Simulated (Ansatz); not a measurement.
## Fermi-surface data of Nb under load (space group I4/mmm)

Given:

```
Nb
1.0
   -1.68508     1.68508     1.63600
    1.68508    -1.68508     1.63600
    1.68508     1.68508    -1.63600
Nb
1
Direct
  0.00000   0.00000   0.00000
```

These are PBEsol with spin-orbit coupling, rigid bands (plane waves, PAW; Ansatz, a first-principles code) values and carry that method's errors. Condition of this run: biaxial strain xx = yy = +3 %, z clamped with spin-orbit coupling. Cell: cell and atoms relaxed with PBEsol, then loaded as said.

The density of states at the Fermi level is 1.57 states/(eV·cell), both spins and the bare Sommerfeld coefficient comes out as 3.7 mJ/(mol of atoms·K²). The drude plasma energy comes out as 8.7 (x), 8.7 (y), 9.0 (z) eV and the root-mean-square Fermi velocity is 5.9e5 m/s. The resistivity times τ is 6.4 (x), 6.4 (y), 6.1 (z) ×10⁻²² Ω·m·s and the resistivity times mean free path is 4.1 (x), 4.1 (y), 3.9 (z) ×10⁻¹⁶ Ω·m².

A metal at this level (no band gap); rigid bands, thermally averaged at 300 K, both spins. τ is one relaxation time for all states; the product of resistivity and mean free path takes one path for all states instead.
